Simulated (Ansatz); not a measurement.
## TlBr: biaxial strain −1.08 %, plane normal [111], relaxed out of plane

The parent structure is TlBr in the rock salt structure (space group Fm-3m, No. 225; a = 6.5596 Å; a cell from a computed database, its experimental status unchecked). Axes: x, y, z lie along the cube axes.

The change: compressive biaxial strain of 1.08 % in the plane normal to [111], as in epitaxy on a mismatched substrate; the out-of-plane cell vector and the atoms relax.

All numbers come from plane-wave PAW DFT at the PBEsol level (Ansatz, a quantum-chemistry and plane-wave program, 420 eV), no spin-orbit coupling, earlier PAW set. Settings: 9×9×9 k-points, 0.05 eV Fermi–Dirac smearing.

Volume per atom: 35.07 Å³ (base 35.28 Å³)
Space group: R-3m (No. 166) (base Fm-3m (No. 225))
Shortest interatomic distance: 3.274 Å (base 3.280 Å)
Energy relative to the base (free energy F): +0.4 meV/atom
Pressure (mean of the normal stresses, compression positive): 0.11 GPa (base 0.00 GPa)
Band gap: 1.74 eV (base 1.84 eV)
Gap character: indirect, T → L
Smallest direct gap: 1.81 eV (base 1.84 eV)
Hole mass: 0.34 mₑ (at L) (base 0.39 mₑ along k, 0.34 mₑ across (at L))
Valley order (the lowest conduction-band minima on the path, energy above the VBM, named in the base's zone): L along [1-1-1] 1.74 eV; L along [111] 1.83 eV; a point along [1-10], about 0.7 Å⁻¹ from Γ 2.54 eV (base L along ⟨111⟩ 1.84 eV; a point along ⟨110⟩, about 0.6 Å⁻¹ from Γ 2.66 eV)
Out-of-plane strain: +1.59 %
Ratio −ε⊥/ε∥: 1.47
Mean in-plane stress (compression positive): +0.2 GPa

Cost of the whole job for the changed cell (relaxation, final SCF and bands): around 40 core-seconds (rough).

Spin-orbit coupling, missing from the scalar runs, can matter with Tl. Masses are band curvatures over ±0.01 Å⁻¹ around the edge. Along k means along the line from Γ to the band edge. Stability against distortions was not tested. This is not the structure that TlBr has at room temperature and ambient pressure. k-point labels follow each cell's own Brillouin zone.
